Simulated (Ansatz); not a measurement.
# Response to strain in InP

The reference is InP in the zinc blende structure (space group F-43m, No. 216).

```xyz
2
Lattice="0.0000 2.9535 2.9535 2.9535 0.0000 2.9535 2.9535 2.9535 0.0000" Properties=species:S:1:pos:R:3 pbc="T T T"
In     0.0000     0.0000     0.0000
P      1.4767     1.4767     1.4767
```

Cartesian axes are those of the cell as printed.

Strains are applied to the cell and any free atomic positions relax.

The values are results of DFT with r2SCAN, PAW potentials and a 500 eV plane-wave cutoff in Ansatz (a first-principles code), scalar-relativistic without spin-orbit coupling, not measurements.

Candidates:
(a) tensor shear ε_xy = +1.14 %
(b) tensor shear ε_xy = +1.71 %
(c) tensor shear ε_xy = +0.57 %
(d) tensor shear ε_xy = +2.00 %

For the base:

The band gap comes out as 1.03 eV.

Order them by band gap, lowest first.

(d) tensor shear ε_xy = +2.00 % (0.86 eV), (b) tensor shear ε_xy = +1.71 % (0.89 eV), (a) tensor shear ε_xy = +1.14 % (0.94 eV), (c) tensor shear ε_xy = +0.57 % (0.99 eV)

Stability against distortions was not tested.
